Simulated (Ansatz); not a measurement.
The parent structure is MgS in the rock salt structure (space group Fm-3m, No. 225; a = 5.1820 Å).

Now apply this change: cell and atoms relaxed at a pressure of 10 GPa.

Levels (all Ansatz, an electronic-structure program, PAW): PBEsol (420 eV, without spin-orbit coupling); PBEsol+SOC (420 eV, noncollinear with spin-orbit coupling).

The geometry is relaxed with PBEsol.

| Property | Result |
|---|---|
| PBEsol band gap | 2.92 eV |
| PBEsol width of the top valence band | 2.74 eV |
| PBEsol electron mass | 0.55 mₑ along k, 0.29 mₑ across (at X) |

Q: Predict the band gap, width of the top valence band, hole mass and electron mass from PBEsol+SOC.

A: The band gap falls by 0.03 eV to 2.89 eV; the width of the top valence band rises by 0.03 eV to 2.77 eV; the hole mass (degenerate bands, along [100]) is 0.34, 0.81 mₑ (at Γ); the electron mass is still 0.55 mₑ along k, 0.29 mₑ across (at X). The threefold valence maximum splits by Δso ≈ 0.10 eV.

Single points use the geometry relaxed with PBEsol. Differences between runs with and without spin-orbit coupling are approximate. Load acts through the strain it causes; cell and atoms are relaxed under it. Masses are band curvatures over ±0.01 Å⁻¹ around the edge. Along k means along the line from Γ to the band edge. Whether these cells are dynamically stable was not tested. No other phases were tried under pressure.
